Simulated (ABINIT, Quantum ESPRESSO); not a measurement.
An ABINIT input for a self-consistent single point of Ca₂Si (Fm-3m, 3 atoms in the cell) (DFT, PBEsol, plane waves, PAW (JTH v2.0 PBE PAW, files made for PBE)):

```
# Ca2Si, JTH v2.0 PBE PAW
pp_dirpath "./"
pseudos "Ca.GGA_PBE-JTH.xml, Si.GGA_PBE-JTH.xml"
acell 5.0702879613 5.0702879613 5.0702879613 Angstrom
rprim
        -0.0000000000    0.7071067812    0.7071067812
         0.7071067812    0.0000000000    0.7071067812
         0.7071067812    0.7071067812    0.0000000000
natom 3
ntypat 2
znucl 20 14
typat 1 1 2
xred
         0.7500000000    0.7500000000    0.7500000000
         0.2500000000    0.2500000000    0.2500000000
         0.0000000000    0.0000000000    0.0000000000
ecut 20
pawecutdg 40
pawxcdev 0
ixc -116133
occopt 1
nband 15
kptopt 1
ngkpt 8 8 8
nshiftk 1
shiftk 0 0 0
nstep 80
toldfe 1.0e-09
diemac 9
prtwf 0
prtden 0
enunit 2
```

Problem. Give the Quantum ESPRESSO input for the same structure, mesh, smearing and functional.

Solution. This is the input that was run; spellings and numerical settings could be chosen otherwise.

```fortran
&control
   calculation = 'scf',
   prefix = 'ca2si',
   outdir = './out',
   pseudo_dir = './',
   tprnfor = .true.,
   tstress = .true.,
/
&system
   ibrav = 2,
   celldm(1) = 13.55022448,
   nat = 3,
   ntyp = 2,
   ecutwfc = 40,
   ecutrho = 200,
   occupations = 'fixed',
   nbnd = 16,
/
&electrons
   conv_thr = 1.0e-11,
/
ATOMIC_SPECIES
Ca    40.0780  ca_pbesol_v1.uspp.F.UPF
Si    28.0850  si_pbesol_v1.uspp.F.UPF
ATOMIC_POSITIONS crystal
Ca    0.75000000    0.75000000    0.75000000
Ca    0.25000000    0.25000000    0.25000000
Si    0.00000000    0.00000000    0.00000000
K_POINTS automatic
8 8 8  0 0 0
```

Basis, cutoffs, solver keys and any potentials are the target program's own. This input uses DFT, PBEsol, plane waves, GBRV 1.5 ultrasoft (PBESOL) pseudopotentials. Both were run: pressure -1.26 GPa in ABINIT and -1.23 in Quantum ESPRESSO; gap on the mesh 0.519 eV in ABINIT and 0.518 in Quantum ESPRESSO.

On Quantum ESPRESSO: the starting cell comes from a database of computed structures (which also holds hypothetical and non-ambient phases and stackings), without a prior relaxation at this level.

On ABINIT: the starting cell comes from a database of computed structures (which also holds hypothetical and non-ambient phases and stackings), without a prior relaxation at this level. The potentials were made for another functional than the one used.
